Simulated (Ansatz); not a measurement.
Start from CdS in the wurtzite structure (space group P6_3mc, No. 186; a = 4.164 Å, c = 6.767 Å). Axes: x lies along a and z along c of the hexagonal cell.

All numbers come from DFT with r2SCAN, PAW potentials and a 500 eV plane-wave cutoff in Ansatz (an electronic-structure program), no spin-orbit coupling.

Base values:

| Quantity | Result |
|---|---|
| Electron mass | 0.15 mₑ along c, 0.16 mₑ across (at Γ) |
| Shortest interatomic distance | 2.544 Å |
| Valence-band top at Γ | 0.00, 0.00, -0.04 eV |

It is then changed as follows: the cell is compressed by 1.47 % along y with no lateral relaxation, atoms relaxed at fixed cell.

Task: What happens to the electron mass?

Result: The electron mass changes from 0.15 mₑ along c, 0.16 mₑ across (at Γ) to 0.15 mₑ along z, 0.16 mₑ across (at Γ).

Task: How does this affect the stress?

Result: The stress (xx, yy, zz, yz, xz, xy; compression positive) is (0.81, 1.26, 0.67, 0.00, 0.00, 0.00) GPa.

Task: Estimate the effect on the shortest interatomic distance.

Result: The shortest interatomic distance drops by 0.0136 Å, from 2.544 Å to 2.531 Å.

Task: Estimate the effect on the valence-band top at Γ.

Result: The valence-band top at Γ (three highest levels, from the VBM) goes from 0.00, 0.00, -0.04 eV to 0.00, -0.05, -0.09 eV.

Task: How does this affect the energy relative to the base?

Result: The energy goes up by 1.5 meV/atom.

The levels and masses belong to the bands next to the band gap. The cells carry an imposed strain or load. Masses are band curvatures over ±0.01 Å⁻¹ around the edge. Whether these cells are dynamically stable was not tested.
